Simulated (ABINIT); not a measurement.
Worked example: self-consistent single point of VPt (P1, 2 atoms in the cell) in ABINIT.

Level of theory: LDA (PW92), PAW (JTH v2.0 LDA PAW) (plane waves; ABINIT).

The change in words: lattice scaled by 0.98. Reference geometry:
```
VPt
1.0
    2.68627     0.00000     0.00000
    0.00000     2.68627     0.00000
    0.00000     0.00000     3.89258
V Pt
1 1
Cartesian
  1.26733   1.24257   1.97883
  0.07580   0.10056  -0.03254
```

Reference input (self-consistent single point, DFT, LDA (PW92), plane waves, PAW (JTH v2.0 LDA PAW)): pseudos = [V.LDA_PW-JTH.xml, Pt.LDA_PW-JTH.xml]; ecut = 60 Ry; pawecutdg = 120 Ry; pawxcdev = 0; occopt = 7; tsmear = 0.136 eV; ngkpt = 8 8 6; nshiftk = 1; shiftk = 0 0 0; potentials = JTH v2.0 LDA PAW; nband = 17; kptopt = 1. This run's input differs from it in these lines:

```diff
@@ -3,3 +3,3 @@
 pseudos "V.LDA_PW-JTH.xml, Pt.LDA_PW-JTH.xml"
-acell 2.6862700000 2.6862700000 3.8925800000 Angstrom
+acell 2.6325450000 2.6325450000 3.8147280000 Angstrom
 rprim
@@ -17,2 +17,3 @@
 pawecutdg 120 Ry
+pawovlp -1
 pawxcdev 0
```

Output, abridged:

```
--- !BeginCycle
solver: {iscf: 17, nstep: 60, nline: 4, wfoptalg: 10, }
tolerances: {tolvrs: 1.00E-12, }
...

     iter   Etot(hartree)      deltaE(h)  residm     nres2
 ETOT  1  -98.933762899281    -9.893E+01 1.774E+00 7.397E+01
 ETOT  2  -99.951464342511    -1.018E+00 1.171E-01 2.487E+02
 ETOT  3  -99.384246964575     5.672E-01 6.243E-02 1.996E+01
 ETOT  4  -99.386785545530    -2.539E-03 4.432E-02 2.687E+00
 ETOT  5  -99.390617090328    -3.832E-03 1.270E-02 6.276E-01
   [... 15 lines left out ...]
 ETOT 21  -99.393348501340    -1.705E-12 6.598E-05 2.674E-11
 ETOT 22  -99.393348501340    -9.948E-14 4.145E-05 8.183E-11
 ETOT 23  -99.393348501341    -2.700E-13 6.738E-05 6.755E-12
 ETOT 24  -99.393348501340     2.984E-13 4.092E-05 1.109E-13
 At SCF step   24       nres2   =  1.11E-13 < tolvrs=  1.00E-12 =>converged.

 Cartesian components of stress tensor (hartree/bohr^3)
  sigma(1 1)= -3.08498884E-04  sigma(3 2)=  1.11053984E-04
  sigma(2 2)= -3.14071288E-04  sigma(3 1)=  8.71318957E-05
  sigma(3 3)= -4.66185901E-04  sigma(2 1)= -6.48077279E-05

 ----iterations are completed or convergence reached----

 reduced coordinates (array xred) for    2 atoms
       0.471782000000      0.462564000000      0.508359000000
       0.028218000000      0.037436000000      0.991641000000
 cartesian forces (eV/Angstrom) at end:
    1      0.84971785785419     1.14795563338626    -0.76930627096535
    2     -0.84971785785419    -1.14795563338626     0.76930627096535
 frms,max,avg= 9.3659929E-01 1.1479556E+00  -4.730E-07  7.406E-04 -1.592E-04 e/A
   [... lines left out ...]
 Fermi (or HOMO) energy (hartree) =   0.42149   Average Vxc (hartree)=  -0.47197
   [... lines left out ...]
'-kT*entropy'       : -1.88886038288572E-04
total_energy        : -9.93933483135832E+01
total_energy_eV     : -2.70463055409160E+03
...

-Cartesian components of stress tensor (GPa)         [Pressure=  1.0677E+01 GPa]
- sigma(1 1)= -9.07634901E+00  sigma(3 2)=  3.26732047E+00
- sigma(2 2)= -9.24029477E+00  sigma(3 1)=  2.56350845E+00
- sigma(3 3)= -1.37156604E+01  sigma(2 1)= -1.90670886E+00

 Calculation completed.
```

The run converged in 24 iterations. Against the reference run the free energy rises by 7.8 meV/atom, the pressure goes from -6.76 to 10.68 GPa and the largest force goes from 1.244 to 1.622 eV/Å.

The starting cell comes from a database of computed structures (which also holds hypothetical and non-ambient phases and stackings), without a prior relaxation at this level. Its atoms were displaced at random from the sites of space group no. 123. For this run, on top of that: lattice scaled by 0.98. Spin polarisation is off. With a pressure of about 11 GPa the cell is away from its equilibrium volume at this level. Forces in this geometry exceed 1 eV/Å.

Cost on one core of a shared machine: roughly 8 min.
